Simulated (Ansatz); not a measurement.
Base system: PbSe in the rock salt structure (space group Fm-3m, No. 225; a = 6.2171 Å).

All numbers come from plane-wave PAW DFT at the PBE level (Ansatz, a program for electronic structure, 420 eV), no spin-orbit coupling.

For the base:

| Quantity | Result |
|---|---|
| Valley order | L along ⟨111⟩ 0.43 eV; a point along ⟨110⟩, about 0.6 Å⁻¹ from Γ 1.22 eV; a point along ⟨100⟩, about 0.4 Å⁻¹ from Γ 1.95 eV |
| Shortest interatomic distance | 310.9 pm |
| Density | 7.91 g/cm³ |

The change: a negative pressure, −2 GPa.

Problem. What happens to the valley order?

Solution. The valley order (the lowest conduction-band minima on the path, energy above the VBM, named in the base's zone) becomes L along ⟨111⟩ 0.56 eV; a point along ⟨110⟩, about 0.6 Å⁻¹ from Γ 1.30 eV; a point along ⟨100⟩, about 0.4 Å⁻¹ from Γ 2.00 eV (base: L along ⟨111⟩ 0.43 eV; a point along ⟨110⟩, about 0.6 Å⁻¹ from Γ 1.22 eV; a point along ⟨100⟩, about 0.4 Å⁻¹ from Γ 1.95 eV).

Problem. What does the calculation give for the mean gap deformation potential ΔEg/Δln V after the change?

Solution. The mean gap deformation potential ΔEg/Δln V is +2.7 eV.

Problem. Estimate the effect on the shortest interatomic distance.

Solution. The shortest interatomic distance grows by 5.0 pm to 315.9 pm.

Problem. What happens to the density?

Solution. The density drops by 0.37 g/cm³, from 7.91 g/cm³ to 7.54 g/cm³.

Spin-orbit coupling, missing from the scalar runs, can matter with Pb. Load acts through the strain it causes; cell and atoms are relaxed under it. Stability against distortions was not tested.
